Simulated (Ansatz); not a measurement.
**GaN: transverse stress against strain**

GaN (wurtzite, P6_3mc, 11.758 Å³/atom at rest, c along z) under a strain ε along c (axis z), the other axes held. PBE in Ansatz, a plane-wave DFT program (PAW, default set), 420 eV, 12×12×6 Γ-centred mesh, Fermi-Dirac smearing 0.05 eV; ions are relaxed within the symmetry of each cell. Stress is positive for a compressed cell.

Here s stands for strain and y for stress xx.

```csv
strain (%),stress xx (GPa)
-3.00,?
-1.20,1.03
-0.60,0.50
0.00,0.00
0.60,-0.46
1.20,-0.90
```

### Question
Fit y against s with a straight line, and predict the withheld value at s = -3.00.

### Answer
Means: s 0, y 0.034. About the means, the sum of products is -2.8920 and the sum of squares of s is 3.6000; the slope is their ratio. Least squares gives y = 0.034 - 0.8033·s. Residuals (row less fit): 0.032, -0.016, -0.034, -0.012, 0.030; standard error 0.034 (degrees of freedom: 3). The slope gives the elastic constant C13 = 80 ± 1.8 GPa. At the withheld row, y = 0.034 - 0.8033 × (-3.0) = 2.444 GPa. The calculation gives 2.84 GPa, 0.396 GPa above the prediction (10.6 % of the range of y in the table). The row lies outside the fitted rows, so this is an extrapolation. From the scatter of the fitted rows alone, a prediction at this place has a standard error of 0.066 GPa, so the miss is 6.0 times that.

One order more, fitted to all 11 runs of the series, follows each within 0.02, so the miss is the next term of a smooth law. Rows are the converged runs of the series near zero and its far end; series whose fitted rows scatter by over a few per cent of the range, as at a crossing or softening among them, aren't shown in this form. Most that stay on the fit to the last digits aren't either.
